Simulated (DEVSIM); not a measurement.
Structure: Co/HfO2/n-Si capacitor, at 300 K.

Layer 1 from the left is HfO2, thickness (nm) 7.50. Layer 2 from the left is Si, thickness (nm) 7500, Nd (cm⁻³) 5.8e14.

Metal gate on the left, work function 5 eV. Fixed charge at the semiconductor interface -9.7e11 cm⁻² (in units of +e); interface traps 1.7e10 cm⁻² eV⁻¹, uniform in energy, neutral level at 0.7 of the gap above the valence band.

The device is made up for the run: typed textbook-type constants, with dimensions and the other settings drawn at random. Values at 300 K.

HfO2: gap (eV) 5.7, affinity (eV) 2.5, permittivity 22. Si: gap (eV) 1.124, affinity (eV) 4.05, permittivity 11.7, Nc (cm⁻³) 2.86e19, Nv (cm⁻³) 3.1e19.

Model (solved in DEVSIM): 1D Poisson equation in equilibrium, Boltzmann statistics, complete ionisation; no quantum confinement or tunnelling. Metal contacts follow the ideal Schottky-Mott rule: no Fermi-level pinning, no interface dipoles.

Task: What does the simulation give for the threshold voltage (band bending 2φF)?

Result: threshold voltage (band bending 2φF) 0.16 V.
